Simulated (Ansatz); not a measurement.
ZnO (P6_3mc), r2SCAN with spin-orbit coupling, rigid bands in Ansatz (a program for electronic structure): N_v = 7.75e19 cm⁻³ at 300 K and a hole conductivity mass of 1.82 mₑ along x (a = (3.24, 0.00, 0.00) Å; b = (-1.62, 2.80, 0.00) Å; c = (0.00, 0.00, 5.21) Å).

Problem. For 1e16 holes per cm³ at 300 K, place the Fermi level, estimate the Seebeck coefficient of a parabolic band with constant τ, and give mobility and conductivity for τ = 50 fs.

Solution. The level lies k_BT ln(N_v/p) = 0.232 eV above the valence-band maximum. S ≈ +(k_B/e)[ln(N_v/p) + 5/2] = 987 μV/K, against 1026 μV/K from the full bands (mean over directions). μ = eτ/m = 48.3 cm²/(V·s) and σ = peμ = 0.0774 S/cm. τ is assumed, not computed.

Band transport and this doping are assumed; polarons and phonon drag are left out.
